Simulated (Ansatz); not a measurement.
Stishovite (SiO2) was calculated with G0W0@PBEsol (Ansatz, an electronic-structure program, plane waves, hard PAW, contour deformation, complete-basis limit).

Settings: largest k mesh 6×6×10 (not extrapolated in the mesh).

Cell (measured lattice):

```cif
data_O4Si2
_chemical_formula_sum 'Si2 O4'
_space_group_name_H-M_alt 'P42/mnm'
_space_group_IT_number 136
_space_group_name_Hall '-P 4n 2n'
_cell_length_a 4.18110
_cell_length_b 4.18110
_cell_length_c 2.66650
_cell_angle_alpha 90.000
_cell_angle_beta 90.000
_cell_angle_gamma 90.000
loop_
_atom_site_label
_atom_site_type_symbol
_atom_site_symmetry_multiplicity
_atom_site_Wyckoff_symbol
_atom_site_fract_x
_atom_site_fract_y
_atom_site_fract_z
_atom_site_occupancy
Si1 Si 2 a 0.00000 0.00000 0.00000 1
O1 O 4 f 0.30580 0.30580 0.00000 1
```

Task: Predict the band gap.

Result: 
* **band gap**: 8.78 eV (direct)

Note: cell and atoms aren't relaxed at this level; the gap holds a correction of +0.48 eV to the complete basis.

It cost around 3 core-hours (rough) of CPU time.
